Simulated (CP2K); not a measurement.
CP2K run on NaF (Fm-3m, 2 atoms in the cell): self-consistent single point.

Method: LDA (Pade form), GPW, DZVP-MOLOPT-SR-GTH basis, GTH-PADE potentials (GTH_POTENTIALS) run with CP2K.

```
NaF
1.0
    3.27390     0.00000     0.00000
    1.63695     2.83528     0.00000
    1.63695     0.94510     2.67313
Na F
1 1
Direct
  0.00000   0.00000   0.00000
  0.50000   0.50000   0.50000
```

Reference input (self-consistent single point, DFT PBE, GPW, DZVP-MOLOPT-SR-GTH basis, GTH-PBE potentials (GTH_POTENTIALS)): CUTOFF = 950 Ry; REL_CUTOFF = 40 Ry; SMEAR/METHOD = FERMI_DIRAC; ELECTRONIC_TEMPERATURE = 580.23 K; KPOINTS/SCHEME = MONKHORST-PACK 6 6 6; GAMMA_CENTERED = T; XC_FUNCTIONAL = PBE; Na/BASIS_SET = DZVP-MOLOPT-SR-GTH-q9; Na/POTENTIAL = GTH-PBE-q9; F/BASIS_SET = DZVP-MOLOPT-SR-GTH-q7; F/POTENTIAL = GTH-PBE-q7; METHOD = GPW. This run's input differs from it in these lines:

```diff
@@ -44,3 +44,3 @@
     &XC
-      &XC_FUNCTIONAL PBE
+      &XC_FUNCTIONAL PADE
       &END XC_FUNCTIONAL
@@ -76,3 +76,3 @@
       BASIS_SET DZVP-MOLOPT-SR-GTH-q9
-      POTENTIAL GTH-PBE-q9
+      POTENTIAL GTH-PADE-q9
     &END KIND
@@ -80,3 +80,3 @@
       BASIS_SET DZVP-MOLOPT-SR-GTH-q7
-      POTENTIAL GTH-PBE-q7
+      POTENTIAL GTH-PADE-q7
     &END KIND
```

The program printed (abridged):

```
 SCF WAVEFUNCTION OPTIMIZATION

  Step     Update method      Time    Convergence         Total energy    Change
     1 NoMix/Diag. 0.40E+00      -     0.86851842       -72.0692079389 -7.21E+01
     2 Broy./Diag. 0.40E+00      -     0.06731552       -70.8589148487  1.21E+00
     3 Broy./Diag. 0.40E+00      -     0.02135396       -71.8883147340 -1.03E+00
     4 Broy./Diag. 0.40E+00      -     0.01062897       -72.0382782642 -1.50E-01
     5 Broy./Diag. 0.40E+00      -     0.00255130       -72.0426512565 -4.37E-03
     6 Broy./Diag. 0.40E+00      -     0.00189089       -72.0614020174 -1.88E-02
   [... 2 lines left out ...]
     9 Broy./Diag. 0.40E+00      -     0.00004563       -72.0514211179  6.50E-04
    10 Broy./Diag. 0.40E+00      -     0.00000816       -72.0514225095 -1.39E-06
    11 Broy./Diag. 0.40E+00      -     0.00000129       -72.0513910667  3.14E-05
    12 Broy./Diag. 0.40E+00      -     0.00000006       -72.0513912003 -1.34E-07
  *** SCF run converged in    12 steps ***

  Overlap energy of the core charge distribution:               0.00000000000000
  Self energy of the core charge distribution:               -190.19705252732064
  Core Hamiltonian energy:                                     52.17420733051565
  Hartree energy:                                              77.60434766370560
  Exchange-correlation energy:                                -11.63289366722110
  Electronic entropic energy:                                  -0.00000000000004
  Fermi energy:                                                 0.17390099686531

  Total energy:                                               -72.05139120032054
  Total energy (extrapolated to T->0):                        -72.05139120032052

   [... lines left out ...]

 STRESS| Analytical stress tensor [bar]
 STRESS|                        x                   y                   z
 STRESS|      x       -4.40099988102E+04   7.71845337940E+01   5.45778558579E+01
 STRESS|      y        7.71845337940E+01  -4.40991516563E+04   3.13381701882E+01
 STRESS|      z        5.45778558579E+01   3.13381701882E+01  -4.41215979170E+04
 STRESS| 1/3 Trace                                            -4.40769161278E+04
```

The run converged in 12 iterations. Against the reference run the pressure goes from 2.10 to -4.41 GPa and the gap on the mesh goes from 6.442 to 6.094 eV.

The starting cell has typed, rounded lattice constants, without a prior relaxation at this level. Values carry the incompleteness of an atom-centred basis. With a pressure of about -4 GPa the cell is away from its equilibrium volume at this level.
